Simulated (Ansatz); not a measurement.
PBE against PBEsol: hypothetical Pm-3n Ge, isotropic strain +1.49 %

Base system: Ge (space group Pm-3n, No. 223; a = 5.417 Å; a hypothetical phase, not in the database extracts checked).

(Cell as relaxed with PBE.)

Levels (all Ansatz, a first-principles code, PAW): PBE (420 eV, no SOC); PBEsol (420 eV, no SOC).

Each level relaxes its own structure.

```csv
base,PBE,PBEsol
volume per atom,19.87 Å³,18.85 Å³
lattice parameter a,5.417 Å,5.323 Å
band gap,zero,zero
```

It is then changed as follows: an isotropic linear strain of +1.49 %, atoms relaxed at fixed cell.

```tsv
quantity	PBE	PBEsol
pressure	-2.5 GPa	___
energy relative to the base (free energy F)	+7.3 meV/atom	___
band gap	zero	___
```

Question: Predict the PBEsol column.

Answer: 
- pressure, PBEsol: -2.9 GPa
- energy relative to the base (free energy F), PBEsol: +8.0 meV/atom
- band gap, PBEsol: zero

PBE's pressure lies 0.4 GPa above PBEsol's; PBE's energy relative to the base lies 0.7 meV/atom below PBEsol's; the two agree on the band gap. Neither level is exact; PBEsol is the comparison here, not a measurement.

Stability against distortions was not tested.
